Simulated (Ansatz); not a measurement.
**How far a parabola holds: energy against volume of CsCl-type TiCo**

We consider CsCl-type TiCo, described by LDA in Ansatz (PAW). Settings: plane-wave cutoff 520 eV, 18×18×18 k mesh, Fermi–Dirac smearing 0.05 eV, no spin polarisation, scalar-relativistic PAW data made under PBE. The cell has no free parameter but its volume, all volumes share cutoff and mesh, and the runs aren't spin-polarised. Energies are free energies at the run's smearing, counted from the lowest row; static lattice.

```csv
V (Å³/atom),E (meV/atom)
11.728,13.58
11.973,3.23
12.217,0.00
12.461,3.19
12.706,12.17
12.950,?
```

Taking a parabola for E over the 5 complete rows: With u = V - 12.22, the rows have u = -0.49200, -0.24700, -0.00300, 0.24100, 0.48600. Least squares gives E = 0.000 - 0.848·u + 53.833·u². Residuals (row less fit): 0.132, -0.264, -0.003, 0.268, -0.133; standard error 0.297 (degrees of freedom: 2). The fitted curve has its minimum at V = 12.2, where E = 0.00. Its curvature is d²E/dV² = 2 × 53.833 meV/Å⁶, so B = V0·d²E/dV² × 0.1602 = 211 GPa.

Estimate the missing E (V = 12.950); what did the run itself give?

u = 0.73000, so E = 0.000 - 0.848 × 0.73000 + 53.833 × 0.73000² = 28.069 meV/atom. The calculation gives 26.38 meV/atom, 1.689 meV/atom below the prediction (6.4 % of the range of E in the table). The row lies outside the fitted rows, so this is an extrapolation. From the scatter of the fitted rows alone, a prediction at this place has a standard error of 0.702 meV/atom, so the miss is 2.4 times that.

The residuals are curvature that a parabola lacks, not noise. A solid that stiffens under compression and softens on expansion lies above the parabola at the compressed end and under it at the expanded end, as this row does. A third-order Birch-Murnaghan fit to the whole scan has B0 = 210 GPa. Only scans are tabulated whose curvature falls smoothly with volume, and where the parabola meets the shown rows within 5 % of their range and misses the end by 0.1 meV or more.

Measured, for comparison: bulk modulus 154 GPa (room temperature, no zero-point or thermal correction; as tabulated in Yamada et al. (2019), arXiv:1910.09660). Computed less measured: bulk modulus +36 %.

Ansatz is a first-principles code.
